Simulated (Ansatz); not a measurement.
Ag: stress against strain

Ag (fcc, Fm-3m, 16.655 Å³/atom at rest) under an equal strain ε in the (111) plane with the normal axis free, as in a coherent film. PBEsol in Ansatz, a plane-wave DFT program (PAW, default set), 420 eV, 28×28×28 Γ-centred mesh, Fermi-Dirac smearing 0.10 eV; ions are relaxed within the symmetry of each cell. Stress is positive for a compressed cell.

Here s stands for strain and y for stress xx.

```csv
strain (%),stress xx (GPa)
-1.25,2.85
-0.83,1.83
-0.42,0.90
0.00,0.00
0.42,-0.84
0.83,-1.59
1.25,-2.31
2.50,?
```

Fit y of the 7 rows that show it with a straight line. Means: s 0, y 0.120. About the means, the sum of products is -10.019 and the sum of squares of s is 4.8556; the slope is their ratio. Least squares gives y = 0.120 - 2.0635·s. Residuals (row less fit): 0.151, -0.003, -0.087, -0.120, -0.093, 0.003, 0.149; standard error 0.123 (degrees of freedom: 5). The slope gives the biaxial elastic modulus of this plane = 206 ± 6 GPa.

Question: What does the fit predict for y at s = 2.50, and how far is the calculated value from it?

Answer: y = 0.120 - 2.0635 × 2.50 = -5.039 GPa. The calculation gives -4.10 GPa, 0.939 GPa above the prediction (13.5 % of the range of y in the table). The row lies outside the fitted rows, so this is an extrapolation. From the scatter of the fitted rows alone, a prediction at this place has a standard error of 0.192 GPa, so the miss is 4.9 times that.

One order more, fitted to all 13 runs of the series, follows each within 0.01, so the miss is the next term of a smooth law. In a metal these values are sensitive to mesh and smearing; energies are taken to zero smearing, stresses follow the free energy. Rows are the converged runs of the series near zero and its far end; series whose fitted rows scatter by over a few per cent of the range, as at a crossing or softening among them, aren't shown in this form. Most that stay on the fit to the last digits aren't either.
